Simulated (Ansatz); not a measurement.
Data:

```xyz
1
Lattice="0.0000 2.0269 1.9762 2.0269 0.0000 1.9762 2.0269 2.0269 0.0000" Properties=species:S:1:pos:R:3 pbc="T T T"
Ag     0.0000     0.0000     0.0000
```

No spin polarisation.

The values are results of PBEsol, PAW, 420 eV (Ansatz, a quantum-chemistry and plane-wave program; spin-orbit coupling left out), not measurements. Settings: 28×28×28 k-points, 0.1 eV Fermi–Dirac smearing.

Task: What is the computed pressure (mean of the normal stresses, compression positive)?

Result: 3.3 GPa.

Task: What band gap does the calculation give?

Result: Zero.

The cells carry an imposed strain or load. Stability against distortions was not tested. The cell was made from Ag in the fcc (Cu type) structure (space group Fm-3m, No. 225) by this change: uniaxial strain ε_zz = −2.50 %.
